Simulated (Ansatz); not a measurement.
**Pressure series in CoSi**

Base system: CoSi (space group P2_13, No. 198; a = 4.383 Å; non-magnetic).

Cell and atoms are relaxed at each pressure.

Calculations: r2SCAN, PAW, 500 eV (Ansatz, an electronic-structure program; without spin-orbit coupling).

Notes on the quantities. enthalpy: H = E + PV relative to the base's energy.

```tsv
change	shortest interatomic distance	density	enthalpy
base	2.292 Å	6.86 g/cm³	–
pressure −2 GPa	…	…	-0.13 eV/atom
pressure −1 GPa	2.296 Å	6.84 g/cm³	-0.07 eV/atom
pressure 1.8 GPa	2.288 Å	6.91 g/cm³	+0.12 eV/atom
pressure 4.2 GPa	2.283 Å	6.98 g/cm³	+0.27 eV/atom
pressure 9 GPa	2.271 Å	7.10 g/cm³	+0.58 eV/atom
pressure 18 GPa	2.252 Å	7.31 g/cm³	+1.14 eV/atom
pressure 30 GPa	2.229 Å	7.57 g/cm³	+1.87 eV/atom
pressure 45 GPa	2.204 Å	7.85 g/cm³	+2.75 eV/atom
pressure 60 GPa	2.182 Å	8.11 g/cm³	+3.60 eV/atom
```

Question: Complete the table.

Answer: 
- pressure −2 GPa, shortest interatomic distance: 2.299 Å
- pressure −2 GPa, density: 6.81 g/cm³

Load acts through the strain it causes; cell and atoms are relaxed under it. No phonon test of stability was made. Competing high-pressure phases were not computed. Seeded moments were not kept for the base. All final runs are without spin polarisation.
